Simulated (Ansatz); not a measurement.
**SiC, response to strain**

Base system: SiC in the wurtzite structure (space group P6_3mc, No. 186).

```
SiC
1.0
    3.07595     0.00000     0.00000
   -1.53798     2.66385     0.00000
    0.00000     0.00000     5.04778
Si C
2 2
Direct
  0.33333   0.66667   0.99959
  0.66667   0.33333   0.49959
  0.33333   0.66667   0.37541
  0.66667   0.33333   0.87541
```

Cartesian axes are those of the cell as printed.

Strains are applied to the cell and any free atomic positions relax.

Computed with Ansatz (an electronic-structure program), PBEsol, PAW, cutoff 420 eV, no spin-orbit coupling.

Notes on the quantities. pressure: mean of the normal stresses, compression positive.

| variant | band gap | shortest interatomic distance | pressure |
|---|---|---|---|
| base | 2.12 eV | 1.883 Å | 0.00 GPa |
| tensor shear ε_xz = +1.67 % | [?] | [?] | 0.02 GPa |
| tensor shear ε_xz = +0.67 % | 2.10 eV | 1.880 Å | 0.00 GPa |
| tensor shear ε_xz = +2.00 % | 2.02 eV | 1.874 Å | 0.03 GPa |
| tensor shear ε_xz = +0.33 % | 2.12 eV | 1.882 Å | 0.00 GPa |
| tensor shear ε_xz = +1.00 % | 2.09 eV | 1.878 Å | 0.00 GPa |
| tensor shear ε_xz = +1.33 % | 2.06 eV | 1.877 Å | 0.01 GPa |

Q: Some entries are withheld; estimate them.

A: 
- tensor shear ε_xz = +1.67 %, band gap: 2.04 eV
- tensor shear ε_xz = +1.67 %, shortest interatomic distance: 1.875 Å

Stability against distortions was not tested.
